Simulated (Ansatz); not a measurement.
Consider interstitial Be in wurtzite AlN, charge state +2. The step: one Be atom jumps by itself; the atom moves 2.49 Å along (0.00, 0.00, 0.50) of the unit cell; the moving atom starts with neighbours 3 N at 1.68 Å and ends with 3 N at 1.68 Å. DFT values are from Ansatz (plane-wave PAW, 420 eV unless said) in a cell of 72 host sites, spin-restricted, static, with no finite-size correction. The charge state is imposed; whether it is stable for some Fermi level was not computed. Sites that were not tried may lie lower. For the PBE band: the check of the saddle point's order was inconclusive, and it lies on a symmetry element of the cell, where a band can be held.

```csv
Level,Forward barrier (eV),Cost of the band or of the saddle's single point
"PBE, the Γ point alone, band relaxed",1.82,very roughly 14 core-minutes
"PBE, a 2×2×2 k-point mesh shifted by half a step along c, same geometries",1.76,around 60 core-seconds (rough)
"r2SCAN at 500 eV, the Γ point alone, same geometries",___,about 40 core-seconds (a rough figure)
```

Q: Some entries are withheld; supply them.

A: 
- r2SCAN at 500 eV, the Γ point alone, same geometries, Forward barrier (eV): 1.97

At the Γ point alone and the same geometries, HSE06 less PBE is +0.13 eV for this barrier.

Ansatz is a program for electronic structure.
